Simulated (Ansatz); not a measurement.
## ZrSi2, pressure series

The reference is ZrSi₂ (space group Cmcm, No. 63; a = 3.7044 Å, b = 14.7922 Å, c = 3.6789 Å).

Cell and atoms are relaxed at each pressure.

Calculations: PBE (Ansatz, a first-principles code, PAW, scalar-relativistic without spin-orbit coupling).

| P (GPa) | V (Å³/atom) |
|---|---|
| -2.00 | 17.082 |
| -1.00 | 16.938 |
| 0.90 | 16.680 |
| 2.10 | 16.526 |
| 4.50 | 16.239 |
| 8.99 | 15.757 |
| 14.99 | 15.207 |
| 22.49 | 14.627 |
| 30.00 | 14.134 |

**Question.** Fit a third-order Birch–Murnaghan equation of state.

**Answer.** Least squares on P(V) = (3B₀/2)[(V₀/V)^(7/3) − (V₀/V)^(5/3)]·[1 + (3/4)(B₀′ − 4)((V₀/V)^(2/3) − 1)] gives V₀ = 16.80 Å³/atom, B₀ = 124 GPa and B₀′ = 3.9.

Load acts through the strain it causes; cell and atoms are relaxed under it. No phonon test of stability was made. Competing high-pressure phases were not computed. All final runs are without spin polarisation.
